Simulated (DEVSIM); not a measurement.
## abrupt Si n-p junction

Structure: abrupt Si n-p junction, at 300 K.

```tsv
layer (left to right)	material	thickness (μm)	Nd (cm⁻³)	Na (cm⁻³)	τn (s)	τp (s)
1	Si	9.80	5.6e16	-	5.6e-6	5.6e-6
2	Si	1.70	-	1.2e14	5.6e-6	5.6e-6
```

Left contact: ohmic. Right contact: ohmic. Voltage is applied to the left contact. Recombination: SRH at mid-gap. Mobility is constant in doping.

Constants are typed, rounded textbook-type inputs, not results; the design itself was drawn at random and stands for no fabricated device. Values at 300 K.

| parameter | Si |
|---|---|
| gap (eV) | 1.124 |
| affinity (eV) | 4.05 |
| permittivity | 11.7 |
| Nc (cm⁻³) | 2.86e19 |
| Nv (cm⁻³) | 3.1e19 |
| μn (cm²/Vs) | 1417 |
| μp (cm²/Vs) | 470 |

Model (solved in DEVSIM): 1D drift-diffusion, Boltzmann statistics, complete ionisation; no tunnelling, impact ionisation, image-force lowering or self-heating.

| Property | Value |
|---|---|
| Potential step across the device at zero bias | 0.641 V |
| Largest field in the device at zero bias | 13000 V/cm |
| Dark forward voltage at 1 A/cm² | 0.428 V |
| Dark forward voltage at 100 A/cm² | 0.621 V |

Dark forward current:

```csv
V (V),J (A/cm²)
-0.05,-2.4e-6
-0.15,-9.9e-5
-0.20,-0.00057
-0.30,-0.017
-0.35,-0.088
-0.45,-1.9
-0.50,-7.5
-0.60,-69
-0.65,-170
-0.75,-590
-0.80,-880
-0.90,-1500
-0.95,-1700
-1.05,-2000
```

Small-signal capacitance in reverse bias (quasi-static):

| V (V) | C (nF/cm²) |
|---|---|
| 0.04 | 6.39 |
| 0.1 | 6.34 |
| 0.2 | 6.28 |
| 0.3 | 6.24 |
| 0.4 | 6.21 |
| 0.6 | 6.17 |
| 0.8 | 6.14 |
| 1 | 6.11 |
| 1.3 | 6.09 |
| 1.6 | 6.07 |
| 2 | 6.05 |
